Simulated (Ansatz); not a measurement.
Sr₂IrO₄ (space group I4/mmm, No. 139; a cell from a computed database, its experimental status unchecked)

```yaml
crystal:
  lattice:
    - [-1.94595, 1.94595, 6.27017]
    - [1.94595, -1.94595, 6.27017]
    - [1.94595, 1.94595, -6.27017]
  atoms:
    - { symbol: Sr, position: [0.64608, 0.64608, 0.00000] }
    - { symbol: Sr, position: [0.35392, 0.35392, 0.00000] }
    - { symbol: Ir, position: [0.00000, 0.00000, 0.00000] }
    - { symbol: O, position: [0.00000, 0.50000, 0.50000] }
    - { symbol: O, position: [0.50000, 0.00000, 0.50000] }
    - { symbol: O, position: [0.83694, 0.83694, 0.00000] }
    - { symbol: O, position: [0.16306, 0.16306, 0.00000] }
```

Method: PBEsol in Ansatz (plane waves to 420 eV, PAW, no spin-orbit coupling). Settings: 17×17×17 k-points, 0.05 eV Fermi–Dirac smearing.

- Volume per atom: 13.57 Å³
- Density: 7.54 g/cm³
- Band gap: zero
- Total energy: -3004.402 eV/atom (σ→0; compares only within this code and set-up)

Stability against distortions was not tested. No Hubbard U is applied, and correlation can decide whether such a compound is a metal. All final runs are without spin polarisation. An odd electron count without spin: Sr2IrO4.

Ansatz is a first-principles code.
